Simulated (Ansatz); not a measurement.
The starting structures come from a database of crystals and need not be the phases stable at ambient conditions.

Inside the gap of an insulator the Bloch states are evanescent, with a wavenumber k + iκ along the transport direction.

Given:

```
CELL_PARAMETERS angstrom
      5.41914     0.00000     0.00000
      2.22882     7.45679     0.00000
      0.84753    -1.87310     5.01401
ATOMIC_POSITIONS crystal
  Mg 0.50000 0.00000 0.00000
  Mg 0.00000 0.50000 0.50000
  H  0.96778 0.20412 0.13298
  H  0.03222 0.79588 0.86702
  H  0.13298 0.29588 0.96778
  H  0.86702 0.70412 0.03222
  Se 0.41543 0.75000 0.41543
  Se 0.58457 0.25000 0.58457
  O  0.28169 0.58325 0.32009
  O  0.71831 0.41675 0.67991
  O  0.32009 0.91675 0.28169
  O  0.67991 0.08325 0.71831
  O  0.31555 0.84912 0.75005
  O  0.68445 0.15088 0.24995
  O  0.75005 0.65088 0.31555
  O  0.24995 0.34912 0.68445
  O  0.87723 0.75000 0.87723
  O  0.12277 0.25000 0.12277
```

Space group of this cell: C2/c. The cell is taken as given; by r2SCAN its mean pressure is -6.0 GPa.

Transport runs along the normal of the first two printed cell vectors.

No gap correction and no spin-orbit coupling; mid-gap values are interpolated between computed energies.

Question: State the band gap and the smallest decay constant κ at mid-gap according to r2SCAN run with Ansatz (a program for electronic structure).

Answer: Gap 4.09 eV on a 6×6×6 mesh; κ = 0.379 1/Å, at the zone centre.
